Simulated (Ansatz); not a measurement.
## Effect of 2 layers on Os

The parent structure is Os in the hcp (Mg type) structure (space group P6_3/mmc, No. 194; a = 2.738 Å, c = 4.316 Å). Axes: x lies along a and z along c of the hexagonal cell.

Now apply this change: a free-standing slab of 2 layers (2 atoms, 1 a layer) is cut normal to the z axis, with 15 Å of vacuum and the in-plane cell held at bulk.

The values are results of Kohn–Sham DFT with the r2SCAN functional, run in Ansatz (a quantum-chemistry and plane-wave program) with PAW and 500 eV plane waves, without spin-orbit coupling, not measurements. k-mesh 19×19×1 (Γ-centred); smearing 0.05 eV (Fermi–Dirac), for the changed cell.

- Layer's space group (with vacuum): P-3m1 (No. 164)
- Shortest interatomic distance: 2.556 Å (base 2.675 Å)
- Band gap: zero (base zero)
- Excess energy per area of both faces (slab less bulk energy over the cell's area: twice a surface energy): 6.09 J/m² (uncertain by up to 0.05 J/m²)
- Thickness between the outermost nuclei: 2.01 Å

Cost of the whole job for the changed cell (relaxation, final SCF and bands): about 80 core-seconds (a rough figure).

The excess energy carries the mismatch between the slab's and the bulk's meshes. Stability against distortions was not tested. The final runs are not spin-polarised.
